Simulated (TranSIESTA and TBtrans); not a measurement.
**Ge chain with one bond stretched by 0.3 Å**

System: Ge chain with one bond stretched by 0.3 Å. Leads: straight Ge chain, spacing 2.4 Å. Geometry: as built, not relaxed.

TranSIESTA and TBtrans, PBE, DZP numerical orbitals (energy shift 0.15 eV), PseudoDojo norm-conserving scalar-relativistic potentials, mesh cutoff 200 Ry, 300 K, no spin polarisation, no spin-orbit coupling; self-consistent non-equilibrium Green functions.

| Quantity | Result |
|---|---|
| Conductance at 300 K (G0 = 2e²/h) | 2.80 |
| Mean T from −0.5 to 0.5 eV | 2.76 |

Energies count from the leads' Fermi level. Transmissions are for one spin of a degenerate pair. The energy step is 0.01 eV; narrower resonances are cut or missed.

```
E (eV)     T  lead channels
------  ----  -------------
-2.00   0.92              1
-1.90   0.93              1
-1.80   0.93              1
-1.70   0.93              1
-1.60   0.93              1
-1.50   0.93              1
-1.40   0.93              1
-1.30   0.93              1
-1.20   0.93              1
-1.10   0.94              1
-1.00   1.55              3
-0.90   2.02              3
-0.80   2.25              3
-0.70   2.40              3
-0.60   2.52              3
-0.50   2.61              3
-0.40   2.69              3
-0.30   2.74              3
-0.20   2.77              3
-0.10   2.79              3
0.00    2.80              3
0.10    2.80              3
0.20    2.78              3
0.30    2.77              3
0.40    2.75              3
0.50    2.72              3
0.60    2.70              3
0.70    2.68              3
0.80    2.66              3
0.90    2.64              3
1.00    2.63              3
1.10    2.62              3
1.20    2.62              3
1.30    2.62              3
1.40    2.62              3
1.50    2.62              3
1.60    2.63              3
1.70    2.63              3
1.80    2.64              3
1.90    2.65              3
2.00    2.65              3
```

The straight chain is held at its spacing; free chains may zigzag or dimerise. No spin-polarised start was tried, so a magnetic state, if there is one, is missed.
